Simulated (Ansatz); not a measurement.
The starting structures come from a database of crystals and need not be the phases stable at ambient conditions.

 Where the default PAW files enter, the runs use the earlier of Ansatz's two default sets.

Consider the following.

```yaml
crystal:
  lattice:
    - [5.45260, 0.00000, 0.00000]
    - [-1.39273, 5.27173, 0.00000]
    - [0.63938, 0.83024, 4.59954]
  atoms:
    - { symbol: In, position: [0.69223, 0.30777, 0.00000] }
    - { symbol: In, position: [0.30777, 0.69223, 0.00000] }
    - { symbol: Si, position: [0.78003, 0.78003, 0.41038] }
    - { symbol: Si, position: [0.21997, 0.21997, 0.58962] }
    - { symbol: O, position: [0.07887, 0.39021, 0.78132] }
    - { symbol: O, position: [0.92113, 0.60979, 0.21868] }
    - { symbol: O, position: [0.60979, 0.92113, 0.21868] }
    - { symbol: O, position: [0.39021, 0.07887, 0.78132] }
    - { symbol: O, position: [0.00000, 0.00000, 0.50000] }
    - { symbol: O, position: [0.38975, 0.38975, 0.28308] }
    - { symbol: O, position: [0.61025, 0.61025, 0.71692] }
```

Space group of this cell: C2/m. The cell is taken as given.

Transport runs along the normal of the first two printed cell vectors.

No gap correction and no spin-orbit coupling; mid-gap values are interpolated between computed energies.

State the band gap and the smallest decay constant κ at mid-gap according to r2SCAN in Ansatz (a first-principles code).

Gap 3.61 eV on a 6×6×8 mesh; κ = 0.329 1/Å, at the zone centre.
